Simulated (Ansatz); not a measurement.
# How the bulk modulus of Sn (model structure, P6/mmm, No. 191, 1 atom in the cell) moves with the method

No measured value is used here.

| level (code) | value (GPa) | cell (Å³/atom) |
|---|---|---|
| LDA (Ansatz) | 60.1 | 26.19 |
| PBEsol (Ansatz) | 56.4 | 26.89 |
| r²SCAN (Ansatz) | [?] | 27.56 |

Some entries are withheld; supply them.


- r²SCAN (Ansatz, a quantum-chemistry and plane-wave program), value (GPa): 54.0

LDA, PBEsol, r²SCAN: the bulk modulus is −V dP/dV from two relaxed cells at ±2 % in volume. Each level is taken at its own relaxed cell. Cutoffs differ between the levels. Ansatz's density-functional and Hartree–Fock values are scalar-relativistic unless marked +SOC, with PAW data made under PBE.

A model structure was made by putting elements into a prototype or built by hand; it is no filed structure, need not be a known phase, and can be a saddle point held by its symmetry.
